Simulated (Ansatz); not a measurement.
Li$_{3}$OCl (Pm-3m), PBEsol, rigid bands in Ansatz (a first-principles code): N_v = 2.94e20 cm⁻³ at 300 K and a hole conductivity mass of 1.45 mₑ.

Q: For 1e16 holes per cm³ at 300 K, place the Fermi level, estimate the Seebeck coefficient of a parabolic band with constant τ, and give mobility and conductivity for τ = 50 fs.

A: The level lies k_BT ln(N_v/p) = 0.266 eV above the valence-band maximum. S ≈ +(k_B/e)[ln(N_v/p) + 5/2] = 1102 μV/K, against 1098 μV/K from the full bands (mean over directions). μ = eτ/m = 60.6 cm²/(V·s) and σ = peμ = 0.0972 S/cm. τ is assumed, not computed.

Band transport and this doping are assumed; polarons and phonon drag are left out. Spin-orbit coupling is left out; where it splits the top of the valence band, N_v and the p-type Seebeck coefficient come out somewhat high without it.

Computed structure with no diffraction record at hand here (it may be known, metastable or hypothetical): Li3OCl (Pm-3m).
